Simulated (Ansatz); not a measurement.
The reference is WO3 (space group Cmcm, No. 63; a cell from a computed database, its experimental status unchecked).

Space group Cmcm (No. 63); a = 5.454 Å, b = 5.474 Å, c = 7.460 Å, α = 90.00°, β = 90.00°, γ = 90.00°

| atom | site | symmetry | x | y | z |
|---|---|---|---|---|---|
| W | 4c | m2m | 0.0000 | 0.5586 | 0.2500 |
| O | 4b | 2/m.. | 0.0000 | 0.5000 | 0.0000 |
| O | 8g | ..m | 0.2516 | 0.2693 | 0.2500 |
(The calculation used a cell of 8 atoms; values per cell refer to that cell.)

Levels (all Ansatz, a first-principles code, PAW): PBEsol (420 eV, no spin-orbit coupling); PBEsol+SOC (420 eV, spin-orbit coupling included).

The geometry is relaxed with PBEsol.

| Quantity | Value |
|---|---|
| PBEsol band gap | 1.35 eV |
| PBEsol pressure | 0.00 GPa |
| PBEsol gap character | indirect, Y → Γ |

Problem. How does going to PBEsol+SOC change the band gap, pressure and gap character?

Solution. The band gap decreases by 0.13 eV (1.35 eV → 1.22 eV); the pressure goes from zero to -0.30 GPa; the gap character stays indirect, Y → Γ.

Single points use the geometry relaxed with PBEsol. Differences between runs with and without spin-orbit coupling are approximate. With W present, leaving out spin-orbit coupling can change the band edges. No phonon test of stability was made.
